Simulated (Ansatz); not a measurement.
Cell and atoms of amorphous Ga₂₄O₃₇Na₂:

```
Ga24Na2O37
1.0
    9.48151     0.08315     0.05358
    0.08315     9.20374    -0.11269
    0.05358    -0.11269     9.03522
Ga O Na
24 37 2
Cartesian
  1.51660   7.63278   5.22791
  7.14909   8.24501   8.52688
  4.80541   7.57189   6.36232
  4.16096   2.88863   2.86703
  9.39381   1.07381   1.94387
  8.81198   5.44574   5.86498
  5.71026   7.53069   1.83766
  3.65741   5.67526   3.61976
  9.06026   3.84140   0.48218
  6.41187   0.86598   3.62859
  3.27861   5.78011   8.50142
  6.46641   1.50721   6.57362
  0.33551   6.62771   8.39311
  6.46152   2.07480   0.70340
  8.52580   7.73718   3.60668
  1.67952   3.27430   6.33080
  5.59273   4.42816   5.50898
  6.75803   5.28026   8.32677
  3.73369   0.05443   0.07483
  0.96004   3.79426   3.26963
  4.08954   3.03632   8.24482
  3.73043   1.02750   5.62034
  9.33121   1.42989   5.10050
  1.99644   7.62423   1.97348
  9.44685   8.75249   4.96145
  4.86093   4.82845   8.54270
  0.42619   1.95503   6.63396
  8.92644   5.10763   8.20438
  7.14769   3.77979   0.40011
  5.56168   8.99278   0.65704
  4.40506   5.94167   5.40764
  7.43982   1.68346   5.00290
  2.51238   4.08113   7.81457
  6.96029   6.64858   0.79312
  8.98776   8.30774   8.58573
  0.32700   2.09534   0.51737
  7.03225   0.99713   8.20903
  2.77282   4.12512   2.84048
  4.63114   2.51143   1.00436
  2.39221   0.01986   1.31012
  0.65836   4.23510   5.07738
  9.39762   4.65927   2.08531
  6.45832   7.07322   7.25016
  1.95758   6.69536   3.64898
  7.18230   4.63499   6.43758
  5.29108   4.24576   3.65400
  0.14483   8.35201   2.20197
  5.38116   0.09858   5.94452
  0.54306   1.92178   3.42026
  4.63433   1.29539   3.65129
  3.07430   8.51467   5.52818
  7.44785   1.47162   2.16693
  2.89616   2.55751   5.15626
  4.08550   6.78809   2.17602
  1.74983   6.42551   0.48682
  3.73199   7.51042   7.94057
  8.16537   6.12495   4.28260
  3.48914   1.25761   7.80410
  5.21462   2.89567   6.60146
  6.71414   8.23581   3.28401
  0.77252   6.52018   6.51760
  7.23210   4.90295   2.56827
  1.08369   0.50812   8.11500
```

Methods: PBE, scalar-relativistic without spin-orbit coupling (Ansatz, a first-principles code); r2SCAN, scalar-relativistic without spin-orbit coupling (Ansatz); HSE06, scalar-relativistic without spin-orbit coupling (Ansatz). Neutral PBE cell, which sets geometry, pressure and energy: sampling: a 2×2×2 Γ-centred mesh; Fermi-Dirac width 0.02 eV; no spin polarisation. Exact exchange is cut at the faces of this 9 Å cell, which leaves hybrid gaps a finite-size error.

A CHGNet melt-quench gave the starting glass, which DFT then relaxed. O atoms were pushed apart under 1.9 Å during the dynamics, to hinder bonds among them. The hot cell started wider than the set density and was brought back towards it in steps. It is the lowest in DFT energy of 2 quenches. It is a model cell: composition and starting density were chosen by hand, and all elements were melted together. No dispersion term was used. Its density started from a set value of 4.87 and ended at 4.87 g/cm³. The simulated quench (nominally 330 K/ps over its main leg) is rapid and tends to freeze in more defects than a deposited or slowly cooled glass has. A cell of this size samples the disorder only roughly. The volume was held where the preparation left it and the shape relaxed.

Problem. Give the pressure and the spacing of the highest filled and lowest empty levels.

Solution. 
| Item | Result |
|---|---|
| Pressure on a 2×2×2 Γ-centred mesh | 1.41 GPa |
| Largest force and stress component on that mesh (the relaxation ran on the zone centre alone) | 0.07 eV/Å and 1.5 GPa |
| Level gap on a 2×2×2 Γ-centred mesh (PBE) | 1.69 eV |
| Level gap at the zone centre (PBE) | 1.67 eV |
| Level gap at the zone centre (r2SCAN) | 2.18 eV |
| Level gap at the zone centre (HSE06) | 3.34 eV |
| Distance between the nearest levels spread over more than a fifth of the atoms or a third of the atoms of their main element (six at least) (PBE, zone centre) | 2.26 eV |

Problem. At PBE and the zone centre, how localised are the states just below and above the Fermi level (participation number: the atoms over which a state spreads)?

Solution. The highest filled state is spread over 6.6 atoms' worth, largest on O36, with weights by element (charge in smoothed Voronoi cells) O 0.94, Ga 0.05, Na 0.01. The lowest empty state is spread over 60.3 atoms' worth, largest on Ga11, with weights by element (charge in smoothed Voronoi cells) O 0.54, Ga 0.44, Na 0.02.

At PBE the levels at the filled edge of the gap are localised (band-tail or defect states), and the nearest spread-out levels lie 2.3 eV apart at the zone centre.

Cut-offs for bonds: Ga-Ga 2.68 Å, Ga-O 2.36 Å, Ga-Na 3.17 Å, O-O 1.58 Å, O-Na 2.78 Å, Na-Na 3.65 Å. Two cations that share two anions don't count as bonded, nor two that share one unless they lie closer than Ga-Ga 2.61 Å, Ga-Na 3.08 Å, Na-Na 3.55 Å.

Added carriers, by Ansatz with PBE, scalar-relativistic without spin-orbit coupling on the zone centre alone. Charged cells keep the cell fixed and stand in a uniform background, with no image correction, at a width of 0.01 eV; where the count is odd the moment is locked at 1 μB, unless the neutral cell bore moments. Each starts from the undistorted neutral geometry alone. PBE's self-interaction favours spread-out carriers, so it can miss traps that a hybrid finds.

Problem. What happens at PBE when the cell takes an extra electron and the atoms relax?

Solution. Relaxation lowers the charged cell by 0.01 eV. The largest moves are O32 0.02 Å, O38 0.02 Å, O60 0.02 Å, O58 0.02 Å. The level that holds the added charge spreads over 60.4 atoms' worth, most on Ga11 (weight 0.03): a carrier spread over the cell. No bond crosses its cut-off with a change of over 0.15 Å (metal-metal contacts aside). Made neutral again at that geometry, the cell lies +0.01 eV from the neutral start.

Problem. What happens at PBE when the cell takes a hole and the atoms relax?

Solution. Relaxation lowers the charged cell by 0.12 eV. The largest moves are O57 0.15 Å, O42 0.10 Å, O27 0.09 Å, Na63 0.08 Å. The level that was emptied spreads over 9.8 atoms' worth, most on O42 (weight 0.17): a partly localised carrier. No bond crosses its cut-off with a change of over 0.15 Å (metal-metal contacts aside). Made neutral again at that geometry, the cell lies +0.16 eV from the neutral start.
